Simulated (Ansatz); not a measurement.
## Point defect O interstitial in rock-salt ZrN

Calculation: PBE, PAW (plane waves to 420 eV; Ansatz, a quantum-chemistry and plane-wave program). Details: 64-site cell; 4×4×4 shifted k-points; start: void with 4N4Zr nearest; energies good to tenths of an eV; the relaxation kept the symmetry of the starting site; relaxed from one start, so a lower configuration may exist.

Neighbours after relaxation, in Å: of the O atom: Zr 2.04, Zr 2.04, Zr 2.04, Zr 2.04.

Formation energies E_f are those of the neutral cell. Chemical conditions: N-rich (Δμ(O) = -3.40 eV, bounded by monoclinic ZrO2; only phases computed here count, gases as isolated molecules at 0 K); Zr-rich (Δμ(O) = -5.13 eV, bounded by monoclinic ZrO2; only phases computed here count, gases as isolated molecules at 0 K). Reference phases: O: O2 molecule in a box.

The name describes the start; the neighbours show where the added atom ended.

```
charge         moment (μB)  point group  largest move off a lattice site (Å)  E_f, N-rich (eV)  E_f, Zr-rich (eV)
------  ------------------  -----------  -----------------------------------  ----------------  -----------------
0       not spin-polarised           Td                                 0.29              3.20               4.93
```

Point groups are those of the whole cell at tolerances of 0.03 and 0.1 Å ("near" where only the looser one holds); none is given for unsettled states.
